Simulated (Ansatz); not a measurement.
# Response to strain in KF

Consider KF in the rock salt structure (space group Fm-3m, No. 225).

```yaml
crystal:
  lattice:
    - [0.00000, 2.65916, 2.65916]
    - [2.65916, 0.00000, 2.65916]
    - [2.65916, 2.65916, 0.00000]
  atoms:
    - { symbol: F, position: [0.00000, 0.00000, 0.00000] }
    - { symbol: K, position: [0.50000, 0.50000, 0.50000] }
```

Cartesian axes are those of the cell as printed.

Strains are applied to the cell and any free atomic positions relax.

Method: plane-wave PAW DFT at the r2SCAN level (Ansatz, a first-principles code, 500 eV), no spin-orbit coupling.

Candidates:
(a) isotropic strain +4.79 %
(b) isotropic strain +4.05 %
(c) strain tensor (xx, yy, zz, yz, xz, xy) = (−0.95, −0.02, −0.94, −0.14, −0.55, +0.28) %

Before the change:

- Band gap: 6.91 eV

Question: Order them by band gap, highest first.

Answer: (c) strain tensor (xx, yy, zz, yz, xz, xy) = (−0.95, −0.02, −0.94, −0.14, −0.55, +0.28) % (7.00 eV), (b) isotropic strain +4.05 % (6.31 eV), (a) isotropic strain +4.79 % (6.21 eV)

No phonon test of stability was made.
